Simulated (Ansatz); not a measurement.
The reference is CdS in the zinc blende structure (space group F-43m, No. 216).

```
CdS
1.0
    0.00000     2.96333     2.96333
    2.96333     0.00000     2.96333
    2.96333     2.96333     0.00000
Cd S
1 1
Direct
  0.00000   0.00000   0.00000
  0.25000   0.25000   0.25000
```

Method: plane-wave PAW DFT at the PBE level (Ansatz, a program for electronic structure, 420 eV), without spin-orbit coupling.

Strains are applied to the cell and any free atomic positions relax.

One change was made to it. Results:

| quantity | base | after |
|---|---|---|
| energy relative to the base (free energy F) | 0 meV/atom | +4.0 meV/atom |
| band gap | 1.04 eV | 1.11 eV |
| pressure | 0.00 GPa | 1.73 GPa |

### Question
What was done to the base?
A. isotropic strain −1.50 %
B. isotropic strain +2.50 %
C. isotropic strain −1.00 %
D. isotropic strain +0.50 %

### Answer
C, isotropic strain −1.00 %. For comparison, the energy relative to the base in the other runs: isotropic strain +0.50 % gives +1.0 meV/atom; isotropic strain +2.50 % gives +22 meV/atom; isotropic strain −1.50 % gives +9.3 meV/atom.

Whether these cells are dynamically stable was not tested.
